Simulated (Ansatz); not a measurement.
Input:

```
CELL_PARAMETERS angstrom
      0.00000     2.99692     2.99692
      2.80516     0.00000     2.99692
      2.80516     2.99692     0.00000
ATOMIC_POSITIONS crystal
  S  0.25000 0.25000 0.25000
  Cd 0.00000 0.00000 0.00000
```

No spin polarisation.

Method: plane-wave PAW DFT at the r2SCAN level (Ansatz, a program for electronic structure, 500 eV), spin-orbit coupling left out. Settings: 10×10×10 k-points, 0.05 eV Fermi–Dirac smearing.

Q: Estimate the valence-band top at Γ (three highest levels, from the VBM).

A: 0.00, -0.18, -0.18 eV.

Q: Predict the band gap.

A: 1.44 eV.

Load acts through the strain it causes; cell and atoms are relaxed under it. Beyond what the load breaks, stability against distortions was not tested. The cell was made from CdS in the zinc blende structure (space group F-43m, No. 216) by this change: uniaxial stress, 1 GPa compression along x.
